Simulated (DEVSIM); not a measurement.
Structure: Schottky contact on n-type Si, at 400 K.

Layer 1 from the left is Si, thickness (μm) 0.660, Nd (cm⁻³) 1e17, τn (s) 2.2e-5, τp (s) 2.2e-5.

Left contact: Schottky, work function 4.94 eV, emission velocity 2e6 cm/s. Right contact: ohmic. Voltage is applied to the left contact. Recombination: SRH at mid-gap. Mobility is constant in doping.

Constants are typed, rounded textbook-type inputs, not results; the design itself was drawn at random and stands for no fabricated device. Values at 300 K; Nc and Nv go as T^1.5, mobilities as T to minus their exponent, the gap by Varshni's rule with the affinity fixed.

Si: gap (eV) 1.124, affinity (eV) 4.05, permittivity 11.7, Nc (cm⁻³) 2.86e19, Nv (cm⁻³) 3.1e19, μn (cm²/Vs) 1417, μp (cm²/Vs) 470, T exponent of μn 2.3, T exponent of μp 2.2, Varshni α (eV/K) 0.000473, Varshni β (K) 636.

Model (solved in DEVSIM): 1D drift-diffusion, Boltzmann statistics, complete ionisation; no tunnelling, impact ionisation, image-force lowering or self-heating. Metal contacts follow the ideal Schottky-Mott rule: no Fermi-level pinning, no interface dipoles.

Dark forward current:

```
|V| (V)  |J| (A/cm²)
-------  -----------
0.05       0.0003015
0.10        0.001585
0.15        0.007053
0.20         0.03033
0.25          0.1294
0.30          0.5510
0.35           2.343
0.40           9.948
0.45           42.04
0.50           174.8
0.55           687.4
0.60            2328
```

Question: Work out the local ideality factor n = ΔV / (kT/q · ln(J2/J1)) between the rows 0.15 and 0.20 V, 0.55 and 0.60 V.

Answer: kT/q = 34.47 mV. From 0.15 to 0.20 V: ln(0.03033/0.007053) = 1.459, n = 0.99, near the 1 of diffusion or emission over a barrier. From 0.55 to 0.60 V: ln(2328/687.4) = 1.220, n = 1.19; the layers' resistance at their doping, Σ W/(qμN) = 5.6e-6 Ω cm², would take 9.2 mV of this step of 50 mV.

Question: Estimate the current at 0.35 V for emission alone, J0 = q v N_band exp(−φB/kT), and read the barrier back from the simulated current.

Answer: φB = 0.890 eV, N_band = 4.40e19 cm⁻³, J0 = 8.63e-5 A/cm²; J = J0 (exp(qV/kT) − 1) = 2.22 A/cm². The simulation gives 2.34 A/cm²; the estimate lies 5.3 % below. Read backwards, the simulated current gives an apparent barrier of 0.888 eV. The estimate leaves out transport through the depletion region and minority injection.
